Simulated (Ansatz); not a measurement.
L1₀ (CuAu-type) TiAl was calculated with PBE-D3(BJ) in Ansatz (plane waves, PAW).

Settings: plane-wave cutoff 520 eV, 22×22×16 k mesh (along the axes of the cell as run), Fermi–Dirac smearing 0.04 eV (set by the program), no spin polarisation, scalar-relativistic PAW data made under PBE.

Computed at the level's own relaxed cell.

Hill averages of the elastic tensor: K = 123.2 GPa, G = 75.8 GPa. Volume 15.538 Å³/atom, mean atomic mass 37.424 u.

### Question
Work out the density, the sound velocities of a polycrystal and the elastic Debye temperature, and Pugh's ratio at this level.

### Answer
ρ = 1.66054 × 37.424/15.538 = 3.999 g/cm³. v_l = √[(K + 4G/3)/ρ] = 7.489 km/s and v_t = √(G/ρ) = 4.354 km/s. The mean follows from 3/v_m³ = 1/v_l³ + 2/v_t³: v_m = 4.831 km/s. Θ_D = (ħ/k_B) v_m (6π²/V)^(1/3) = 76.38 K Å s/km × 4.831 × 1.5620 Å⁻¹ = 576 K, counting all atoms of the cell. K/G = 1.63, to be set beside Pugh's rough bound of 1.75 between brittle and ductile metals.

Note: the dispersion coefficients are held fixed in the derivatives.

Ansatz is a first-principles code.
